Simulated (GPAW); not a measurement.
A self-consistent single point of ZrAg2 (P1, 3 atoms in the cell) with GPAW.

Computed with LDA (Perdew-Wang 92), GPAW PAW datasets LDA (gpaw-data 1.0.1) (plane waves; GPAW 25.7.0).

The change in words: lattice scaled by 0.98. Reference geometry:
```
CELL_PARAMETERS angstrom
     -1.77167     1.77167     4.50492
      1.77167    -1.77167     4.50492
      1.77167     1.77167    -4.50492
ATOMIC_POSITIONS crystal
  Zr 0.97749 0.00404 0.98575
  Ag 0.67310 0.67608 0.01314
  Ag 0.34941 0.31988 0.00111
```

Reference input (self-consistent single point, DFT LDA (Perdew-Wang 92), plane waves, GPAW PAW datasets LDA (gpaw-data 1.0.1)): mode = pw; ecut = 600 eV; xc = LDA; kpts = 6 6 7; mesh shift (steps) = 0 0 0; occupations.name = methfessel-paxton; occupations.width = 0.1 eV; occupations.order = 0; nbands = -7; convergence.density = 1e-05 e/electron; convergence.energy = 1e-05 eV/electron; symmetry.symmorphic = false. This run's input differs from it in these lines:

```diff
@@ -5,8 +5,8 @@
 atoms = Atoms(['Zr', 'Ag', 'Ag'],
-              cell=[[-1.771670, 1.771670, 4.504920],
-                    [1.771670, -1.771670, 4.504920],
-                    [1.771670, 1.771670, -4.504920]],
-              positions=[[0.021790, -0.072275, -0.019033],
-                         [0.028545, 0.018000, 6.018780],
-                         [-0.050335, 0.054275, 3.010093]],
+              cell=[[-1.736237, 1.736237, 4.414822],
+                    [1.736237, -1.736237, 4.414822],
+                    [1.736237, 1.736237, -4.414822]],
+              positions=[[0.021354, -0.070830, -0.018653],
+                         [0.027974, 0.017640, 5.898405],
+                         [-0.049328, 0.053190, 2.949891]],
               pbc=True)
```

Log, with long lists cut:

```
     iter     time        total  log10-change:
                         energy   eigst   dens
iter:   1 --:--:--   -18.733798
iter:   2 --:--:--   -17.952360   -0.97  -1.34
iter:   3 --:--:--   -16.615835   -1.04  -1.40
iter:   4 --:--:--   -16.533534   -2.37  -1.70
iter:   5 --:--:--   -16.443983   -1.77  -1.83
iter:   6 --:--:--   -16.430809   -3.57  -2.34
iter:   7 --:--:--   -16.409960   -3.05  -2.43
iter:   8 --:--:--   -16.411267   -4.09  -2.85
iter:   9 --:--:--   -16.409115   -3.49  -2.95
iter:  10 --:--:--   -16.408874   -4.71  -3.35
iter:  11 --:--:--   -16.408833c  -5.45  -3.59
iter:  12 --:--:--   -16.408830c  -6.22  -3.72
iter:  13 --:--:--   -16.408864c  -5.68  -3.77
iter:  14 --:--:--   -16.408847c  -6.81  -3.84
iter:  15 --:--:--   -16.408838c  -6.41  -3.93
iter:  16 --:--:--   -16.408839c  -6.17  -4.00
iter:  17 --:--:--   -16.408837c  -7.14  -4.18
iter:  18 --:--:--   -16.408837c  -7.68c -4.26
iter:  19 --:--:--   -16.408837c  -8.14c -4.35
iter:  20 --:--:--   -16.408838c  -6.73  -4.39
iter:  21 --:--:--   -16.408838c  -8.22c -4.77
iter:  22 --:--:--   -16.408839c  -7.95c -4.84
iter:  23 --:--:--   -16.408839c  -9.21c -5.16c
Converged after 23 iterations.

Dipole moment: (-1.020155, 1.106456, 1.747838) |e|*Ang

Energy contributions relative to reference atoms: (reference = -386715.627203)

Kinetic:         -6.394840
Potential:       +2.865734
External:        +0.000000
XC:             -13.639210
Entropy (-ST):   -0.008644
Local:           +0.763799
SIC:             +0.000000
--------------------------
Free energy:    -16.413160
Extrapolated:   -16.408839

Showing only first 2 kpts
 Kpt  Band  Eigenvalues  Occupancy
  0    21      7.91136    2.00000
  0    22      9.70150    1.99832
  0    23     10.57906    0.00000
  0    24     10.60611    0.00000

  1    21      8.34942    2.00000
  1    22      9.96618    0.54741
  1    23     10.05015    0.07360
  1    24     10.35209    0.00000

Fermi level: 9.92364

No gap
No difference between direct/indirect transitions
Energy (eV): -16.408839

Forces in eV/Ang:
  0 Zr   -0.19744    0.60309    0.28676
  1 Ag   -0.18177   -0.15764    0.36348
  2 Ag    0.37943   -0.44618   -0.65041

Stress tensor:
    -0.007764     0.002636     0.000379
     0.002636    -0.005446    -0.001295
     0.000379    -0.001295     0.005401
Stress (GPa, Voigt): [-1.2439 -0.8725  0.8654 -0.2075  0.0608  0.4224]
```

The run converged in 23 iterations. GPAW prints stress with tension positive. Against the reference run the free energy falls by 24.0 meV/atom, the pressure goes from -7.05 to 0.42 GPa and the largest force goes from 0.673 to 0.875 eV/Å.

The starting cell comes from a database of computed structures (which also holds hypothetical and non-ambient phases and stackings), without a prior relaxation at this level. Its atoms were displaced at random from the sites of space group no. 139. For this run, on top of that: lattice scaled by 0.98.

Cost on one core of a shared machine: roughly 10 min.
